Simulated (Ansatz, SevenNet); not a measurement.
**B20 (FeSi-type) CoSi, lattice parameter a**

Reference value: 4.444 Å (measured, temperature not stated, no zero-point or thermal correction; as tabulated in Wikipedia's data pages).

```csv
level (code),value (Å),difference (%)
SevenNet-0,4.434,-0.23
LDA (Ansatz),4.350,-2.12
PBE (Ansatz),4.431,-0.29
PBE-D4 (Ansatz),4.386,-1.31
rVV10 (Ansatz),4.445,+0.02
r²SCAN-D4 (Ansatz),4.370,-1.67
PBE0 (Ansatz),4.359,-1.91
```

The reference's temperature isn't stated, so close values are not ranked against it. Off by more than 1.25 %, or 1.75 % on the side where a correction would as a rule narrow the miss (bounds picked here): LDA (-2.12 %), PBE0 (-1.91 %).

The reference isn't brought to a static lattice, while the calculations are for one, so the differences are not the levels' errors alone. A static lattice is as a rule a little smaller than the measured one. The crystal itself was run without spin with LDA, PBE, PBE-D4, rVV10, r²SCAN-D4, PBE0; a magnetic state was not tried in these runs. PBE0: the run has no spin polarisation, so it can have missed a magnetic state. Cutoffs and k meshes differ between the levels. Ansatz's density-functional and Hartree–Fock values are scalar-relativistic unless marked +SOC, with PAW data made under PBE.

Machine-learned potentials (SevenNet-0) are trained on DFT data: a solid inside that data is no test of them.

Differences are worked out from the printed values.

Ansatz is a first-principles code.
